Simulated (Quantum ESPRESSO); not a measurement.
Zone-centre phonon calculation of Pt3Pb (Pm-3m, 4 atoms in the cell) at several settings

```
CELL_PARAMETERS angstrom
      4.03852     0.00000     0.00000
      0.00000     4.03852     0.00000
      0.00000     0.00000     4.03852
ATOMIC_POSITIONS crystal
  Pt 0.00000 0.50000 0.50000
  Pt 0.50000 0.00000 0.50000
  Pt 0.50000 0.50000 0.00000
  Pb 0.00000 0.00000 0.00000
```

Base: Quantum ESPRESSO with PBEsol, GBRV 1.5 ultrasoft (PBESOL) pseudopotentials. Its settings: ecutwfc = 40 Ry; ecutrho = 320 Ry; occupations = smearing; smearing = mp; degauss = 0.0036749 Ry; potentials = {Pt: pt_pbesol_v1.4.uspp.F.UPF, Pb: pb_pbesol_v1.uspp.F.UPF}; K_POINTS = automatic 8 8 8 1 1 1; conv_thr = 1e-10 Ry. Starting volume 16.47 Å³ per atom.

Each line gives the change from the base single point and the result:

- pseudopotentials: {Pt: pt_pbesol_v1.4.uspp.F.UPF, Pb: pb_pbesol_v1.uspp.F.UPF} → {Pt: pt_lda_v1.4.uspp.F.UPF, Pb: pb_lda_v1.uspp.F.UPF}; ph.x.tr2_ph: default → 1e-14; ph.x.fildyn: default → dyn.G; dynmat.x.fildyn: default → dyn.G; dynmat.x.asr: default → crystal [DFT, LDA (PZ), plane waves, GBRV 1.5 ultrasoft (LDA) pseudopotentials]: pressure -1.03 GPa; zone-centre frequencies (cm⁻¹; negative means imaginary) 0, 0, 0, 85, 85, 85, 88, 88, 88, 161, 161, 161.
- ecutwfc: 40 Ry → 28 Ry; ecutrho: 320 Ry → 224 Ry; pseudopotentials: {Pt: pt_pbesol_v1.4.uspp.F.UPF, Pb: pb_pbesol_v1.uspp.F.UPF} → {Pt: pt_lda_v1.4.uspp.F.UPF, Pb: pb_lda_v1.uspp.F.UPF}; ph.x.tr2_ph: default → 1e-14; ph.x.fildyn: default → dyn.G; dynmat.x.fildyn: default → dyn.G; dynmat.x.asr: default → crystal [DFT, LDA (PZ), plane waves, GBRV 1.5 ultrasoft (LDA) pseudopotentials]: pressure -10.86 GPa; zone-centre frequencies (cm⁻¹; negative means imaginary) 0, 0, 0, 85, 85, 85, 87, 87, 87, 161, 161, 161.
- pseudopotentials: {Pt: pt_pbesol_v1.4.uspp.F.UPF, Pb: pb_pbesol_v1.uspp.F.UPF} → {Pt: pt_lda_v1.4.uspp.F.UPF, Pb: pb_lda_v1.uspp.F.UPF}; K_POINTS: automatic 8 8 8 1 1 1 → automatic 5 5 5 1 1 1; ph.x.tr2_ph: default → 1e-14; ph.x.fildyn: default → dyn.G; dynmat.x.fildyn: default → dyn.G; dynmat.x.asr: default → crystal [DFT, LDA (PZ), plane waves, GBRV 1.5 ultrasoft (LDA) pseudopotentials]: pressure -0.90 GPa; zone-centre frequencies (cm⁻¹; negative means imaginary) 0, 0, 0, 85, 85, 85, 87, 87, 87, 160, 160, 160.

The starting cell comes from a database of published, mostly measured structures (it also holds non-ambient and calculated ones), without a prior relaxation at this level. Its lattice was rescaled by a random factor within 2.5 % of one. Spin polarisation is off. In the base run, with a pressure of about 3 GPa the cell is away from its equilibrium volume at this level.

Frequencies and response belong to this unrelaxed cell, and polar modes hold no LO-TO splitting.
